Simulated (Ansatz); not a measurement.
Take TiAl (space group P4/mmm, No. 123; a = 2.7662 Å, c = 4.0021 Å; relaxed with 0.1 eV smearing) as the base. Axes: x, y, z lie along a, b, c of the conventional cell.

Calculations: plane-wave PAW DFT at the LDA level (Ansatz, an electronic-structure program, 420 eV), spin-orbit coupling left out.

Base values:

```
Item               Result
---------------  --------
Pressure          0.0 GPa
Volume per atom  15.31 Å³
```

One thing is altered: biaxial strain −0.50 %, plane normal [001], relaxed out of plane (Cartesian); in-plane vectors clamped, the third vector and the atoms free.

Task: Estimate the effect on the pressure.

Result: The pressure (mean of the normal stresses, compression positive) goes from zero to 0.6 GPa.

Task: What happens to the volume per atom?

Result: The volume per atom drops by 0.07 Å³ (15.31 Å³ → 15.24 Å³).

No phonon test of stability was made. The final runs are not spin-polarised.
